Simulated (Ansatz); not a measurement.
The starting structures come from a database of crystals and need not be the phases stable at ambient conditions.

## Evanescent states of K2SnBr6 (Fm-3m, not sure to be the ambient phase, 9 atoms a cell, 32.6 Å³ an atom) along the normal of (111)

These are r2SCAN (plane waves, PAW; Ansatz, a first-principles code) values and carry that method's errors.

The gap is the functional's own. No spin-orbit coupling. Mid-gap values are interpolated on the energy grid.

Energies count from the valence-band top; κ is the least over a 6×6 mesh across the current.

| E (eV) | κ (1/Å) | where |
|---|---|---|
| 0.04 | 0.094 | Γ |
| 0.12 | 0.154 | Γ |
| 0.20 | 0.189 | Γ |
| 0.28 | 0.192 | Γ |
| 0.36 | 0.194 | Γ |
| 0.44 | 0.194 | Γ |
| 0.52 | 0.193 | Γ |
| 0.60 | 0.191 | Γ |
| 0.68 | 0.188 | Γ |
| 0.76 | 0.183 | Γ |
| 0.84 | 0.177 | Γ |
| 0.92 | 0.169 | Γ |
| 1.00 | 0.158 | Γ |
| 1.08 | 0.146 | Γ |
| 1.16 | 0.130 | Γ |
| 1.24 | 0.109 | Γ |
| 1.32 | 0.080 | Γ |
| 1.40 | 0.016 | Γ |

Q: How thick must the barrier be to attenuate the transmission by 10^8 when the electrodes' Fermi level lies at 0.52 eV, and what attenuation does that film give at 0.28 eV?

A: d = 8 ln 10 / (2 × 0.193) = 47.7 Å. At 0.28 eV it gives 8 × 0.192/0.193 = 8.0 decades.
